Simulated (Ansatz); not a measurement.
# The (100) surface of fcc Rh, one row in 3 of the top plane missing (bottom of the slab: a bare face, its two planes held)

These are PBE (plane waves to 420 eV, PAW; Ansatz, a program for electronic structure) values and carry that method's errors.

Model: 17-atom slab, 9.6 Å thick at the start (thin: gaps and levels are the slab's own), 14x5x1 mesh, Fermi-Dirac 0.1 eV, dipole correction, 6 atoms held, the rest relaxed; symmetry of the start imposed; no spin, no spin-orbit, no U. It is one candidate, not shown to be the stable structure of the face.

- work function of the top face: 4.77 eV
- energy released by relaxation: 0.17 eV
- cost: roughly 12 core-minutes
